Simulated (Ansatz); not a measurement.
Input and output of a relaxation of cell and atoms for BaAl2Ga2 (I4/mmm, 5 atoms in the cell) (Ansatz, a quantum-chemistry and plane-wave program).

Method of the run: PBEsol, PAW files made with PBE (plane waves; Ansatz).

```
CELL_PARAMETERS angstrom
     -2.25718     2.25718     5.57623
      2.25718    -2.25718     5.57623
      2.25718     2.25718    -5.57623
ATOMIC_POSITIONS crystal
  Ba 0.00000 0.00000 0.00000
  Al 0.75000 0.25000 0.50000
  Al 0.25000 0.75000 0.50000
  Ga 0.37971 0.37971 0.00000
  Ga 0.62029 0.62029 0.00000
```

Reference input (self-consistent single point, DFT, PBEsol, plane waves, PAW files made with PBE): basis.ecutwfc = 30.9 Ry; kpoints.mp_grid.grid = 7 7 7; hamiltonian.xc = pbesol; hamiltonian.pseudopotentials = {kind: paw} (the program's default PAW files); scf.occupations.method = gaussian; scf.occupations.width = 0.0073 Ry. This run's input differs from it in these lines:

```diff
@@ -20,2 +20,4 @@
   occupations: { method: gaussian, width: 0.0073 Ry }
+relax:
+  cell: {}
 output:
```

The program printed (abridged):

```
   [... SCF lines of the steps left out ...]
relax step   1: F+E_penalty+E_count = -14400.29073611 eV  Δ(F+E_penalty+E_count) = +0.000e0 eV  max|allowed force component| = 1.007e-1 eV/Å  Δτ_max = 0.0000 Å  P = -2.125 GPa  Ω = 113.641 Å³  (9 SCF iters, dr2 threshold 1.00e-7 eV, accepted)
relax step   2: F+E_penalty+E_count = -14400.32381642 eV  Δ(F+E_penalty+E_count) = -3.308e-2 eV  max|allowed force component| = 4.564e-2 eV/Å  Δτ_max = 0.0255 Å  P = +0.273 GPa  Ω = 108.522 Å³  energy of the carried Pulay correction = +8.569e-4 eV  [...]
   [... lines left out ...]
relax step   4: F+E_penalty+E_count = -14400.32555889 eV  Δ(F+E_penalty+E_count) = -6.765e-5 eV  max|allowed force component| = 5.194e-3 eV/Å  Δτ_max = 0.0009 Å  P = -0.006 GPa  Ω = 109.064 Å³  energy of the carried Pulay correction = +7.643e-4 eV  [...]
relax step   5: F+E_penalty+E_count = -14400.32484492 eV  Δ(F+E_penalty+E_count) = +7.140e-4 eV  max|allowed force component| = 5.098e-3 eV/Å  Δτ_max = 0.0000 Å  P = -0.009 GPa  Ω = 109.064 Å³  stress off target by 2.86e-2 GPa  SCF on the basis [...]
basis re-selected at this cell: Δ(F+E_penalty+E_count) = +7.140e-4 eV, ΔP = -0.003 GPa vs the last step
the relaxation is at rest under the 16 symmetry operations that the run kept from its start: a minimum is not shown …
Free energy (F): -14400.324845 eV
Internal energy: -14400.317622 eV  (E = F + TS)
E sigma→0 (E₀):  -14400.321234 eV
Entropy (-TS):   -0.007223 eV (-1.445 meV/atom)
Fermi energy:    9.184310 eV
--- Forces (eV/Å), atoms counted from 1 ---
  atom   1  Ba     0.00000000     0.00000000     0.00000000
   [... lines left out ...]
  cell:  # Å, volume = 109.0641 Å³
   [... lines left out ...]
    - { symbol: Al, position: [0.7499999999999999, 0.25, 0.49999999999999994] }
    - { symbol: Al, position: [0.25, 0.7499999999999999, 0.49999999999999994] }
    - { symbol: Ga, position: [0.38141200282985177, 0.38141200282985177, -7.199257262270966e-36] }
    - { symbol: Ga, position: [0.618587997170148, 0.618587997170148, -9.865648840889843e-36] }
```

The run converged. 

Summary of the result:
- Free energy E − TS (on the zero of these files) = -14400.3248 eV
- Fermi level (on the code's own zero) = 9.18 eV
- Pressure = -0.01 GPa
- Largest force (vector length) = 0.005 eV/Å
- Final cell = a = b = c = 6.350 Å, α = β = 139.02°, γ = 59.35°
- Final volume per atom = 21.81 Å³
- Relaxation steps = 5

The starting cell comes from a database of computed structures (which also holds hypothetical and non-ambient phases and stackings), without a prior relaxation at this level. Its lattice was rescaled by a random factor within 2.5 % of one. The relaxation keeps the symmetry of its start, so its end need not be a minimum. Ansatz's pressure includes its estimate of the finite-basis (Pulay) stress.

Keys are those of Ansatz 0.2.
